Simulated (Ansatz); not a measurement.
Base system: Ge in the diamond structure (space group Fd-3m, No. 227; a = 5.674 Å). Axes: x, y, z lie along the cube axes.

The values are results of r2SCAN/PAW in Ansatz (an electronic-structure program), scalar-relativistic without spin-orbit coupling, not measurements.

It is then changed as follows: every lattice vector is shortened by 3.00 %, atoms relaxed at fixed cell.

### Question
Predict the stress tensor and what it implies for the stiffness.

### Answer
Stress of the strained cell less that of the base (GPa, compression positive):
```
   8.09    0.00    0.00
   0.00    8.09    0.00
   0.00    0.00    8.09
```

Then B = −ΔP/(ΔV/V₀) with ΔV/V₀ = -0.0873 gives secant stiffness values (nonlinear terms included at this strain): B ≈ 93 GPa.

As a check, the harmonic strain energy −½ V₀ Δσ:ε is 52 meV/atom; the computed energy rise is 46 meV/atom.

Stability against distortions was not tested.
